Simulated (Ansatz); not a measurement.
Start from ZnO in the wurtzite structure (space group P6_3mc, No. 186; a = 3.187 Å, c = 5.153 Å). Axes: x lies along a and z along c of the hexagonal cell.

Method: LDA/PAW in Ansatz (an electronic-structure program), no spin-orbit coupling.

Before the change:

```
Item                                         Result
-----------------------------  --------------------
Valence-band top at Γ          0.00, 0.00, -0.11 eV
Shortest interatomic distance               1.944 Å
```

Perturbation: uniaxial strain ε_xx = −2.40 %, all other strain components held at zero; the atoms relax in the strained cell.

### Question
What does the calculation give for the stress after the change?

### Answer
The stress (xx, yy, zz, yz, xz, xy; compression positive) comes out as (5.42, 3.53, 3.16, 0.00, 0.00, 0.00) GPa.

### Question
What happens to the valence-band top at Γ?

### Answer
The valence-band top at Γ (three highest levels, from the VBM) goes from 0.00, 0.00, -0.11 eV to 0.00, -0.06, -0.14 eV.

### Question
What does the calculation give for the shortest interatomic distance after the change?

### Answer
The shortest interatomic distance decreases by 0.017 Å, from 1.944 Å to 1.927 Å.

The levels and masses belong to the bands next to the band gap. Whether these cells are dynamically stable was not tested.
